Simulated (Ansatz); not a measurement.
Functionals compared on O on the 1x1 (0001) surface of hcp Co, ferromagnetic, one in a 2x2 cell, started at the site 'bridge Co-Co (span 2.5 Å)', in Ansatz (plane waves, PAW). The structure was relaxed with PBE; the other rows are single points on it, each with its references at the same level. Cutoff 420 eV.

Set-up: 17 atoms, 6.0 Å thick at the start under the adsorbate (thin: gaps and levels are the slab's own); mesh 7x7x1; 0.1 eV smearing; dipole correction on; 8 atoms held, the rest relaxed; start symmetry kept, larger cells not searched; spin-polarised, no spin-orbit, no U, no dispersion correction. At the end it is bonded to 3 Co. In PBE it is, or lies within 0.03 eV of, the lowest of the starts that converged. These notes are the PBE run's. RPBE: The program's check for a lower electronic state was not made. Adsorption energies are against ½ O2(g). A negative adsorption energy means that the adsorbate is more stable on the surface than in its reference.

```tsv
functional	adsorption energy (eV)	work function of the top face (eV)	change of the work function (eV)	magnetic moment of the cell (μB)	rough cost of the single point
PBE	-2.60	5.48	0.50	26.63	–
RPBE	___	___	___	26.89	very roughly 8 core-minutes
```

Problem. Some entries are withheld; supply them.

Solution. 
- RPBE, adsorption energy (eV): -2.27
- RPBE, work function of the top face (eV): 5.30
- RPBE, change of the work function (eV): 0.50

Ansatz is a quantum-chemistry and plane-wave program.
